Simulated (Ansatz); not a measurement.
tetragonal HfO2 (1 1 0) on alpha quartz (1 0 0) (film strained to the substrate, started from cuts of the bulks and a machine-learned relaxation; slabs Si7O18 and Hf10O16, which can lie off the formulas)

A periodic stack without vacuum, tetragonal HfO2 (1 1 0) on alpha quartz (1 0 0) (film strained to the substrate, started from cuts of the bulks and a machine-learned relaxation; slabs Si7O18 and Hf10O16, which can lie off the formulas): substrate slab Si7O18, film Hf10O16, surface cells [[0, 1], [-1, 0]] and [[1, 0], [0, 1]], film strained by -1.5 and +4.7 %, outermost planes O/O and Hf/Hf as cut, which need not be the usual terminations and can put a slab off its formula.

The start was prepared with a machine-learned potential, and the result is one local minimum, with the in-plane cell held and forces under 0.04 eV/Å; the film can end far from its bulk form.

The numbers are results of PBE (plane waves to 420 eV, PAW; Ansatz, a first-principles code), not measurements. Scalar-relativistic, without spin–orbit coupling; the runs are not spin-polarised; PBE gaps are too small against experiment. Its k-point mesh 4×5×1, Fermi–Dirac width 0.05 eV.

The interface area comes out as 27.7 Å², the period is 23.79 Å and the heights between the nearest atoms of the two slabs at the two interfaces comes out as 0.66 and 0.65 Å. The Hf–O contacts across the interfaces within 1.22 times the sum of covalent radii is 10, mean 2.06 Å and the Hf–Si contacts across the interfaces within 1.22 times the sum of covalent radii comes out as 4, mean 3.25 Å.

```
CELL_PARAMETERS angstrom
      5.50797    -0.00153     0.13069
     -0.00114     5.01999     0.10868
     -1.25460    -0.31087    23.76687
ATOMIC_POSITIONS crystal
  Si 0.39064 0.00306 0.09429
  O  0.29034 0.19101 0.14387
  O  0.89300 0.23935 0.02075
  O  0.42701 0.18718 0.03723
  O  0.19799 0.78981 0.06671
  O  0.88090 0.45167 0.16647
  O  0.63356 0.84672 0.11780
  Si 0.43086 0.51455 0.27297
  Si 0.07978 0.23356 0.18936
  Si 0.75131 0.73652 0.17741
  O  0.33328 0.69825 0.32373
  O  0.94852 0.95024 0.20176
  O  0.53928 0.70127 0.22349
  O  0.20617 0.33713 0.24794
  O  0.91587 0.93864 0.33952
  O  0.64259 0.31972 0.29875
  Si 0.46294 0.98028 0.45258
  Si 0.10976 0.72690 0.36662
  Si 0.78492 0.21633 0.35548
  O  0.38444 0.18570 0.50322
  O  0.98054 0.43996 0.37706
  O  0.59594 0.15602 0.40530
  O  0.21248 0.84614 0.42646
  O  0.88851 0.24636 0.51667
  O  0.61383 0.73487 0.48171
  Hf 0.63607 0.47546 0.54420
  Hf 0.13306 0.05240 0.56430
  Hf 0.66302 0.95936 0.65125
  Hf 0.17222 0.53421 0.65855
  O  0.88080 0.74254 0.59168
  O  0.37383 0.74716 0.59408
  O  0.95644 0.22927 0.62689
  O  0.43487 0.25408 0.61117
  Hf 0.55695 0.47667 0.76952
  Hf 0.00376 0.04551 0.76989
  O  0.71413 0.20388 0.72011
  O  0.23546 0.28825 0.72751
  O  0.95185 0.77144 0.70409
  O  0.45985 0.72263 0.70230
  Hf 0.49023 0.98141 0.87538
  Hf 0.07060 0.48841 0.88535
  O  0.67041 0.83162 0.81078
  O  0.16358 0.82719 0.83676
  O  0.87953 0.35965 0.81439
  O  0.36502 0.32573 0.83468
  Hf 0.61629 0.40362 0.97750
  Hf 0.10554 0.96811 0.99338
  O  0.75845 0.21654 0.91270
  O  0.27341 0.21838 0.93491
  O  0.88868 0.69102 0.94961
  O  0.38691 0.71480 0.93809
```
